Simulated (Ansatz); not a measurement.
Base system: Al₂O₃ in the corundum structure (space group R-3c, No. 167).

```yaml
crystal:
  lattice:
    - [2.37945, 1.37377, 4.33172]
    - [-2.37945, 1.37377, 4.33172]
    - [0.00000, -2.74755, 4.33172]
  atoms:
    - { symbol: Al, position: [0.35191, 0.35191, 0.35191] }
    - { symbol: Al, position: [0.14809, 0.14809, 0.14809] }
    - { symbol: Al, position: [0.64809, 0.64809, 0.64809] }
    - { symbol: Al, position: [0.85191, 0.85191, 0.85191] }
    - { symbol: O, position: [0.55637, 0.94363, 0.25000] }
    - { symbol: O, position: [0.25000, 0.55637, 0.94363] }
    - { symbol: O, position: [0.94363, 0.25000, 0.55637] }
    - { symbol: O, position: [0.44363, 0.05637, 0.75000] }
    - { symbol: O, position: [0.75000, 0.44363, 0.05637] }
    - { symbol: O, position: [0.05637, 0.75000, 0.44363] }
```

Cartesian axes are those of the cell as printed.

All numbers come from DFT with r2SCAN, PAW potentials and a 500 eV plane-wave cutoff in Ansatz (a quantum-chemistry and plane-wave program), scalar-relativistic without spin-orbit coupling.

Now apply this change: a pure shear with ε_xy = ε_yx = 0.0042, atoms relaxed at fixed cell.

Predict the stress tensor and what it implies for the stiffness.

Stress of the strained cell less that of the base (GPa, compression positive):
```
   0.02   -1.41   -0.18
  -1.41    0.00    0.00
  -0.18    0.00    0.01
```

Then −Δσ/γ with γ = 2ε = 0.0084 gives relaxed-ion elastic constants: C66 ≈ 168 GPa.

No phonon test of stability was made.
